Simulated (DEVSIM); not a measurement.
Structure: Schottky contact on n-type Si, at 300 K.

Layer 1 from the left is Si, thickness (μm) 18.0, Nd (cm⁻³) 1.9e15, τn (s) 0.00044, τp (s) 0.00044.

Left contact: Schottky, work function 4.94 eV, emission velocity 2.5e6 cm/s. Right contact: ohmic. Voltage is applied to the left contact. Recombination: SRH at mid-gap. Mobility is constant in doping.

Constants are typed, rounded textbook-type inputs, not results; the design itself was drawn at random and stands for no fabricated device. Values at 300 K.

Si: gap (eV) 1.124, affinity (eV) 4.05, permittivity 11.7, Nc (cm⁻³) 2.86e19, Nv (cm⁻³) 3.1e19, μn (cm²/Vs) 1417, μp (cm²/Vs) 470.

**Question.** Estimate by hand the built-in potential, the peak field at zero bias, the capacitance at -0.6 V, and compare with a numerical solution.

**Answer.** 
- Built-in potential: barrier φB = 0.890 eV; Vbi = φB − kT/q ln(N_band/N) = 0.641 V; numerical 0.641 V.
- Peak field at zero bias: depletion approximation: W = √(2εVbi/(qN)) = 0.661 μm with N = 1.90e15 cm⁻³; field = 2Vbi/W = 19400 V/cm; numerical 19700 V/cm (estimate below by 1.6 %).
- Capacitance at -0.6 V: C = √(qεN / 2(Vbi + |V|)) = 11.3 nF/cm²; numerical 11.2 nF/cm² (estimate above by 0.96 %).

Model (solved in DEVSIM): 1D drift-diffusion, Boltzmann statistics, complete ionisation; no tunnelling, impact ionisation, image-force lowering or self-heating. Metal contacts follow the ideal Schottky-Mott rule: no Fermi-level pinning, no interface dipoles.
